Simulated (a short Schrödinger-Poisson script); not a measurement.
Stack: gated Al0.4Ga0.6N/GaN polarisation-induced gas, at 20 K.

| layer | material | thickness (nm) | Na (cm⁻³) |
|---|---|---|---|
| 1 | Al0.4Ga0.6N | 30 | - |
| 2 | GaN | 6000 | 3e14 |

Constants are typed, rounded textbook-type inputs, not results; the design itself was drawn at random and stands for no fabricated device. Al0.4Ga0.6N: permittivity 9.26, conduction-band edge (eV) 0.58, gap (eV) 4.258, electron mass (mₑ) 0.248, Nv at 300 K (cm⁻³) 4.6e19. GaN: permittivity 9.5, conduction-band edge (eV) 0, gap (eV) 3.43, Nv at 300 K (cm⁻³) 4.6e19.

Channel valleys (confinement mass, in-plane density-of-states mass, number): Γ 0.2, 0.2, 1. At the gate the conduction-band edge of layer 1 lies 1.36 eV − eVg above the Fermi level of the channel; the field vanishes at the back. Sheet of polarisation charge: +2e13 e/cm² at 30 nm from the gate. The barrier under the gate holds no holes. Gaps are held at their typed values at every temperature. Mesh 0.08 nm at interfaces.

From a short Schrödinger-Poisson script (our own, NumPy): 1D Poisson equation in equilibrium, electrons quantum, Hartree plus LDA exchange-correlation (BenDaniel-Duke, 40 states a valley, the channel's in-plane mass for all, wave functions free to enter the barrier), parabolic valleys, classical holes, full ionisation, no traps, pinning or gate leakage.

### Question
List the lowest subbands of each valley and their electrons at Vg = 0.5 V.

### Answer
```csv
valley,subband,energy from the Fermi level (meV),electrons (cm⁻²),share (%)
Γ,0,-199.0,1.66e13,89.3
Γ,1,-23.8,1.99e12,10.7
Γ,2,19.2,2040000,0.0
```

All electrons: 1.86e13 cm⁻².
